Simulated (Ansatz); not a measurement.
Ta₂O₅ (Pbam, No. 55, 14 atoms in the cell; start mp-1104837), treated with r²SCAN+rVV10 (Ansatz, a program for electronic structure, plane waves, PAW).

Run with plane-wave cutoff 560 eV, 6×10×6 k mesh (along the axes of the cell as run), Fermi–Dirac smearing 0.01 eV, scalar-relativistic PAW data made under PBE.

Cell (relaxed at this level):

Ta₂O₅ is modelled in the orthorhombic space group Pbam (No. 55), Pearson symbol oP14. Conventional cell: a = 6.200 Å, b = 7.304 Å, c = 3.778 Å, α = 90.00°, β = 90.00°, γ = 90.00°. Ta on 4g is surrounded by 3 O at 1.918–1.921 Å and 3 O at 2.023–2.080 Å. O1 on 4h is surrounded by 2 Ta at 1.918 Å (bent). O2 on 2a has 2 Ta at 1.921 Å (linear). O3 on 4g is surrounded by 3 Ta at 2.023–2.080 Å (trigonal planar). (Neighbours: up to the widest gap in distance over summed covalent radii, below 1.35, at either atom; cation-cation and far metal-metal contacts left out.)

Task: Give the computed band gap and direct gap at Γ.

Result: 
- band gap = 2.68 eV
- direct gap at Γ = 3.80 eV

Spin–orbit coupling is not included.

The computed numbers hold no vibrational or temperature effects.

A start named mp-… is a Materials Project structure, which need not be a measured phase.
